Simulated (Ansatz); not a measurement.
The reference is InAs in the zinc blende structure (space group F-43m, No. 216; a = 6.1093 Å). Axes: x, y, z lie along the cube axes.

All numbers come from r2SCAN in Ansatz (plane waves to 500 eV, PAW, no spin-orbit coupling).

Before the change:

| Property | Result |
|---|---|
| Valence-band top at Γ | 0.00, 0.00, 0.00 eV |
| Valley order | Γ 0.08 eV; L along ⟨111⟩ 1.25 eV |
| Pressure | 0.0 kbar |

One thing is altered: tensor shear ε_xz = −0.19 % (engineering shear γ = -0.0038); the atoms relax in the strained cell.

Problem. Predict the new valence-band top at Γ.

Solution. The valence-band top at Γ (three highest levels, from the VBM) changes from 0.00, 0.00, 0.00 eV to 0.00, -0.01, -0.03 eV.

Problem. How does this affect the valley order?

Solution. The valley order (the lowest conduction-band minima on the path, energy above the VBM, named in the base's zone) goes from Γ 0.08 eV; L along ⟨111⟩ 1.25 eV to Γ 0.07 eV; L along [1-11] 1.22 eV; L along [11-1] 1.25 eV.

Problem. What happens to the pressure?

Solution. The pressure (mean of the normal stresses, compression positive) is still 0.0 kbar.

The levels and masses belong to the bands next to the band gap. Whether these cells are dynamically stable was not tested.

Ansatz is a program for electronic structure.
